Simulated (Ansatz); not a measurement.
We consider hexagonal WC, described by HSE06 in Ansatz (plane waves, PAW).

Numerical settings: plane-wave cutoff 460 eV, 12×12×10 k mesh (along the axes of the cell as run), Fermi–Dirac smearing 0.05 eV, no spin polarisation, scalar-relativistic PAW data made under PBE.

Computed at the level's own relaxed cell.

**Question.** What does this level give for the lattice constant a and lattice parameter c?

**Answer.** 
* **lattice constant a**: 2.899 Å
* **lattice parameter c**: 2.826 Å

Measured, for comparison: lattice constant a 2.906 Å, lattice parameter c 2.837 Å (300 K, not corrected to a static lattice; as tabulated in Wikipedia's data pages). Computed (rounded) less measured: lattice constant a -0.2 %, lattice parameter c -0.4 %. A static lattice is as a rule a little smaller and stiffer than an uncorrected measurement, which narrows the difference in the lattice parameter c and would widen misses of the other sign.

Note: the run has no spin polarisation, so it can have missed a magnetic state.

Spin–orbit coupling is not included.

The computed numbers hold no vibrational or temperature effects.

Ansatz is a first-principles code.
